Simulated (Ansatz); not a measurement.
SiO2, response to strain

The parent structure is SiO2 in the rutile structure (space group P4_2/mnm, No. 136; a = 4.155 Å, c = 2.661 Å). Axes: x, y, z lie along a, b, c of the conventional cell.

Strains are applied to the cell and any free atomic positions relax; under biaxial strain the out-of-plane vector relaxes too.

The values are results of LDA (Ansatz, an electronic-structure program), spin-orbit coupling left out, not measurements.

Notes on the quantities. pressure: mean of the normal stresses, compression positive.

| variant | pressure | volume per atom |
|---|---|---|
| base | -0.01 GPa | 7.66 Å³ |
| biaxial strain +0.60 %, plane normal [001], relaxed out of plane | -2.20 GPa | 7.73 Å³ |
| biaxial strain +1.20 %, plane normal [001], relaxed out of plane | -4.23 GPa | 7.80 Å³ |
| biaxial strain +1.80 %, plane normal [001], relaxed out of plane | -6.08 GPa | 7.87 Å³ |
| biaxial strain +2.40 %, plane normal [001], relaxed out of plane | -7.75 GPa | 7.94 Å³ |
| biaxial strain +3.00 %, plane normal [001], relaxed out of plane | -9.26 GPa | 8.01 Å³ |

Whether these cells are dynamically stable was not tested.
